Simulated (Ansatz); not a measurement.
All values below come from PBE (plane waves to 420 eV, PAW; Ansatz, an electronic-structure program).

Plane-averaged electrostatic potential energy along the normal, in eV from the Fermi level, for a constructed model of the (0001) surface of hcp Os, a pseudomorphic layer of Al in the host's stacking (bottom of the slab: a bare face, its two planes held):

(z (Å), V (eV)): (3.83, 5.39); (4.13, 5.38); (4.42, 5.38); (4.72, 5.38); (5.01, 5.37); (5.31, 5.34); (5.60, 5.29); (5.90, 5.17); (6.19, 4.93); (6.49, 4.40); (6.78, 3.27); (7.08, 0.83); (7.38, -4.93); (7.67, -13.32); (7.96, -19.70); (8.26, -21.18); (8.55, -17.06); (8.85, -9.43); (9.14, -3.22); (9.44, -4.00); (9.73, -11.12); (10.03, -18.55); (10.32, -21.93); (10.62, -19.68); (10.91, -12.89); (11.21, -5.33); (11.50, -3.22); (11.80, -8.61); (12.09, -16.44); (12.39, -21.33); (12.68, -20.79); (12.98, -15.10); (13.27, -7.12); (13.57, -2.48); (13.86, -5.01); (14.16, -12.67); (14.46, -19.48); (14.75, -21.80); (15.04, -18.48); (15.34, -11.18); (15.63, -4.31); (15.93, -3.95); (16.22, -10.49); (16.52, -18.01); (16.81, -21.82); (17.11, -20.01); (17.40, -13.52); (17.70, -5.84); (17.99, -3.12); (18.29, -8.04); (18.58, -15.90); (18.88, -21.11); (19.18, -20.95); (19.47, -15.54); (19.77, -7.55); (20.06, -2.23); (20.36, -2.75); (20.65, -6.15); (20.95, -7.88); (21.24, -8.25); (21.54, -7.90); (21.83, -5.67); (22.12, -1.36); (22.42, 1.52); (22.71, 2.98); (23.01, 3.72); (23.30, 4.07); (23.60, 4.24); (23.89, 4.32); (24.19, 4.35); (24.48, 4.37); (24.78, 4.38); (25.07, 4.38); (25.37, 4.38); (25.66, 4.38)

Model: 7-atom slab, 13.1 Å thick at the start, 16x16x1 mesh, Fermi-Dirac 0.1 eV, dipole correction, 2 atoms held, the rest relaxed; held to the start's symmetry, so lower structures may exist; no spin, no spin-orbit, no U. It is one candidate, not shown to be the stable structure of the face.

Q: The surface cell has an area of 6.57 Å². What dipole along the normal does the step between the two vacuum levels imply?

A: the top vacuum level lies 1.00 eV below the bottom one; p = −ε₀ A ΔV (ε₀ = 0.005526 e/(V·Å)) gives 0.04 e·Å a cell.
